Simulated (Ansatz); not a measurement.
## Functionals side by side, with their cost (level): TcS2 (P-1, 12 atoms in the cell)

Cell: a = 6.4318 Å, b = 6.5380 Å, c = 7.0109 Å, α = 65.63°, β = 76.93°, γ = 61.07°.

Program: Ansatz (a quantum-chemistry and plane-wave program), default PAW files made with PBE; each row names its functional.

Base settings: basis.ecutwfc = 500 eV; kpoints.mp_grid.grid = 2 2 2; hamiltonian.xc = hse06; hamiltonian.pseudopotentials = {kind: paw} (the program's default PAW files); scf.occupations.method = fixed.

Differences are taken from HSE06, a reference of convenience: it is no measurement, and no ranking of the functionals follows.

Core times come from one kind of shared machine and are given to one figure; runs under 30 s give none.

The starting cell comes from a database of computed structures (which also holds hypothetical and non-ambient phases and stackings), without a prior relaxation at this level. Its lattice was rescaled by a random factor within 2.5 % of one. In the base run, with a pressure of about -6 GPa the cell is away from its equilibrium volume at this level. Ansatz's pressure includes its estimate of the finite-basis (Pulay) stress.

```csv
level,gap on the mesh less reference (eV),pressure less reference (GPa),largest difference in the force on any atom (eV/Å),core time / reference (rough)
PBEsol,-0.619,0.75,0.395,–
PBE0,0.703,-0.06,0.019,1
HSE06,0.000,0.00,0.000,1
```

PBEsol ran in under 30 s, against roughly 300 s for HSE06.

Keys are those of Ansatz 0.2.
